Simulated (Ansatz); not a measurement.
Computed with PBE (plane waves to 420 eV, PAW; Ansatz, a program for electronic structure).

Plane-averaged electrostatic potential energy along the normal, in eV from the Fermi level, for the (100) surface of rock-salt TiN, C on half the N sites of the top plane, c(2x2) (bottom of the slab: a bare face, its two planes held):

(z (Å), V (eV)): (3.94, 2.50); (4.22, 2.49); (4.50, 2.49); (4.78, 2.48); (5.06, 2.46); (5.34, 2.44); (5.62, 2.39); (5.91, 2.31); (6.19, 2.16); (6.47, 1.89); (6.75, 1.34); (7.03, 0.24); (7.31, -2.31); (7.59, -7.87); (7.88, -15.03); (8.16, -18.72); (8.44, -16.32); (8.72, -9.63); (9.00, -3.90); (9.28, -2.30); (9.56, -5.04); (9.84, -11.62); (10.12, -17.78); (10.41, -18.72); (10.69, -13.77); (10.97, -6.77); (11.25, -2.86); (11.53, -3.24); (11.81, -7.76); (12.09, -14.73); (12.38, -18.91); (12.66, -17.07); (12.94, -10.49); (13.22, -4.27); (13.50, -2.20); (13.78, -4.40); (14.06, -10.92); (14.34, -17.41); (14.62, -18.80); (14.91, -14.28); (15.19, -7.52); (15.47, -3.37); (15.75, -3.34); (16.03, -7.41); (16.31, -14.17); (16.59, -18.82); (16.88, -17.57); (17.16, -11.11); (17.44, -4.56); (17.72, -2.60); (18.00, -5.24); (18.28, -10.52); (18.56, -16.24); (18.84, -18.18); (19.12, -13.87); (19.41, -6.04); (19.69, -0.59); (19.97, 1.58); (20.25, 2.56); (20.53, 3.02); (20.81, 3.23); (21.09, 3.33); (21.38, 3.38); (21.66, 3.41); (21.94, 3.42); (22.22, 3.42); (22.50, 3.43); (22.78, 3.43); (23.06, 3.43); (23.34, 3.43)

Model: 24-atom slab, 10.6 Å thick at the start with caps and adatoms (thin: gaps and levels are the slab's own), 9x9x1 mesh, Fermi-Dirac 0.1 eV, dipole correction, 8 atoms held, the rest relaxed; start symmetry kept, larger cells not searched; no spin, no spin-orbit, no U. It is one candidate, not shown to be the stable structure of the face.

Q: The surface cell has an area of 18.04 Å². What dipole along the normal does the step between the two vacuum levels imply?

A: the top vacuum level lies 0.93 eV above the bottom one; p = −ε₀ A ΔV (ε₀ = 0.005526 e/(V·Å)) gives -0.09 e·Å a cell.
